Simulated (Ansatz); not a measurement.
Input:

End structure of a constructed model of the (111)B surface of zinc-blende GaAs, As-terminated, 2x2 As adatom at T4 (bottom of the slab: 3 H on 4 bottom sites):

```yaml
crystal:
  lattice:
    - [8.12558, 0.00000, 0.00000]
    - [-4.06279, 7.03696, 0.00000]
    - [0.00000, 0.00000, 30.50000]
  atoms:
    - { symbol: Ga, position: [0.32860, 0.17140, 0.31925] }
    - { symbol: Ga, position: [0.84222, 0.17153, 0.31877] }
    - { symbol: Ga, position: [0.32847, 0.65778, 0.31877] }
    - { symbol: Ga, position: [0.83196, 0.66804, 0.33882] }
    - { symbol: As, position: [0.16638, 0.33362, 0.34989] }
    - { symbol: As, position: [0.66159, 0.32380, 0.34874] }
    - { symbol: As, position: [0.17620, 0.83841, 0.34874] }
    - { symbol: As, position: [0.66062, 0.83938, 0.34817] }
    - { symbol: Ga, position: [0.16667, 0.33333, 0.43054] }
    - { symbol: Ga, position: [0.66667, 0.33333, 0.43054] }
    - { symbol: Ga, position: [0.16667, 0.83333, 0.43054] }
    - { symbol: Ga, position: [0.66667, 0.83333, 0.43054] }
    - { symbol: As, position: [0.00000, 0.00000, 0.45773] }
    - { symbol: As, position: [0.50000, 0.00000, 0.45773] }
    - { symbol: As, position: [0.00000, 0.50000, 0.45773] }
    - { symbol: As, position: [0.50000, 0.50000, 0.45773] }
    - { symbol: Ga, position: [0.98599, 0.99249, 0.53905] }
    - { symbol: Ga, position: [0.50688, 0.99312, 0.53921] }
    - { symbol: Ga, position: [0.99982, 0.50018, 0.54105] }
    - { symbol: Ga, position: [0.50751, 0.51401, 0.53905] }
    - { symbol: As, position: [0.33330, 0.16670, 0.55059] }
    - { symbol: As, position: [0.83401, 0.16766, 0.57098] }
    - { symbol: As, position: [0.33234, 0.66599, 0.57098] }
    - { symbol: As, position: [0.83396, 0.66604, 0.57120] }
    - { symbol: Ga, position: [0.33355, 0.16645, 0.62770] }
    - { symbol: Ga, position: [0.81909, 0.13786, 0.65538] }
    - { symbol: Ga, position: [0.36214, 0.68091, 0.65538] }
    - { symbol: Ga, position: [0.81918, 0.68082, 0.65550] }
    - { symbol: As, position: [0.18371, 0.31629, 0.67172] }
    - { symbol: As, position: [0.63318, 0.31641, 0.67168] }
    - { symbol: As, position: [0.18359, 0.86682, 0.67168] }
    - { symbol: As, position: [0.66673, 0.83327, 0.69416] }
    - { symbol: H, position: [0.33189, 0.16811, 0.26793] }
    - { symbol: H, position: [0.83833, 0.17358, 0.26745] }
    - { symbol: H, position: [0.32642, 0.66167, 0.26745] }
    - { symbol: As, position: [0.33336, 0.16664, 0.72256] }
```

Slab: 36 atoms, 14.1 Å thick at the start with caps and adatoms; k 3x3x1, smearing 0.025 eV, dipole-corrected; 8 atoms held, the rest relaxed; held to the start's symmetry, so lower structures may exist; no spin, no spin-orbit, no U. In PBE it is, or lies within 0.01 eV a 1x1 cell of, the lowest of the 3 structures of its composition computed so far; subsurface sites and larger cells were not tried.

### Question
Predict the gap of the slab on its k-mesh from PBE in Ansatz (an electronic-structure program).

### Answer
0.30 eV

### Question
Estimate the highest filled level below the top vacuum level that PBE returns for this input.

### Answer
4.80 eV
